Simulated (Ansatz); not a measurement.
Pressure series in HfO2

Base system: HfO$_{2}$ in the fluorite structure (space group Fm-3m, No. 225; a = 5.0589 Å).

Cell and atoms are relaxed at each pressure.

Computed with r2SCAN (Ansatz, a first-principles code; PAW; 500 eV plane waves; no spin-orbit coupling), earlier PAW set.

Two rows of this table had their results exchanged by mistake.

| pressure | volume per atom (Å³) | shortest distance (Å) | band gap |
|---|---|---|---|
| pressure −2 GPa | 10.87 | 2.196 | 4.28 eV |
| pressure −1 GPa | 10.83 | 2.193 | 4.29 eV |
| pressure 3 GPa | 10.67 | 2.183 | 4.33 eV |
| pressure 7 GPa | 10.53 | 2.173 | 4.37 eV |
| pressure 15 GPa | 9.39 | 2.092 | 4.66 eV |
| pressure 30 GPa | 9.85 | 2.125 | 4.54 eV |
| pressure 50 GPa | 10.26 | 2.154 | 4.43 eV |
| pressure 75 GPa | 8.94 | 2.058 | 4.78 eV |
| pressure 100 GPa | 8.57 | 2.029 | 4.84 eV |

Which two?

The rows for pressure 15 GPa and pressure 50 GPa: the volume has to fall steadily with pressure, so 10.26 Å³ belongs to pressure 15 GPa and 9.39 Å³ to pressure 50 GPa.

With Hf present, leaving out spin-orbit coupling can change the band edges. Load acts through the strain it causes; cell and atoms are relaxed under it. Whether these cells are dynamically stable was not tested. Competing high-pressure phases were not computed. This is not the structure that HfO2 has at room temperature and ambient pressure.
